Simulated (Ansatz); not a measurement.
Reference: BN (F-43m), r2SCAN, rigid bands (plane waves, PAW, scalar-relativistic; Ansatz, a quantum-chemistry and plane-wave program); geometry: cell and atoms relaxed with PBEsol.

```cif
data_BN
_chemical_formula_sum 'B1 N1'
_space_group_name_H-M_alt 'P 1'
_space_group_IT_number 1
_cell_length_a 2.54961
_cell_length_b 2.54961
_cell_length_c 2.54961
_cell_angle_alpha 60.000
_cell_angle_beta 60.000
_cell_angle_gamma 60.000
loop_
_space_group_symop_operation_xyz
  'x, y, z'
loop_
_atom_site_label
_atom_site_type_symbol
_atom_site_fract_x
_atom_site_fract_y
_atom_site_fract_z
_atom_site_occupancy
B1 B 0.00000 0.00000 0.00000 1
N1 N 0.75000 0.75000 0.75000 1
```

| Item | Value |
|---|---|
| band gap | 5.01 eV |
| electron conductivity mass | 0.38 mₑ |
| Seebeck coefficient, n-type 1e19 cm⁻³ | -281 μV/K |

**Question.** Replace N by P on the same sites and relax. What happens?

**Answer.** BP (F-43m): volume per atom 5.9 to 11.5 Å³; band gap falls (5.01 eV to 1.40 eV); electron conductivity mass falls (0.38 mₑ to 0.32 mₑ); Seebeck coefficient, n-type 1e19 cm⁻³ rises in size (-281 μV/K to -336 μV/K).

**Question.** Swap N for As, keeping the structure type. How do these values move?

**Answer.** BAs (F-43m): volume per atom 5.9 to 13.5 Å³; band gap falls (5.01 eV to 1.36 eV); electron conductivity mass falls (0.38 mₑ to 0.30 mₑ); Seebeck coefficient, n-type 1e19 cm⁻³ rises in size (-281 μV/K to -320 μV/K).

Moves up to 5 % count as about the same. Masses are for dilute carriers at 300 K, harmonic means over directions unless an axis is named. Seebeck coefficients are for the stated density at 300 K, with one relaxation time for all states and whether or not that doping can be reached. Spin-orbit coupling is left out.
